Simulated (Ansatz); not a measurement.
**Hypothetical CsCl type LaN: pressure series**

Consider LaN in the CsCl type structure (space group Pm-3m, No. 221; a = 3.124 Å; a hypothetical phase, not in the database extracts checked).

Cell and atoms are relaxed at each pressure.

Calculations: DFT with PBEsol, PAW potentials and a 420 eV plane-wave cutoff in Ansatz (a program for electronic structure), scalar-relativistic without spin-orbit coupling.

```tsv
pressure (GPa)	volume per atom (Å³/atom)
-2	15.476
-1	15.358
0	15.245
3	14.930
7	14.556
15	13.927
30	13.021
50	?
100	10.662
```

Fit the third-order Birch–Murnaghan form P(V) = (3B₀/2)[(V₀/V)^(7/3) − (V₀/V)^(5/3)]·[1 + (3/4)(B₀′ − 4)((V₀/V)^(2/3) − 1)] (squares taken in P) to the rows shown and predict the withheld row.

Least squares on the printed values gives V₀ = 15.244 Å³/atom, B₀ = 140 GPa, B₀′ = 3.9; this predicts 12.122 Å³/atom, and the run gives 12.126 Å³/atom, 0.004 higher.

Load acts through the strain it causes; cell and atoms are relaxed under it. Stability against distortions was not tested. Competing high-pressure phases were not computed. The final runs are not spin-polarised.
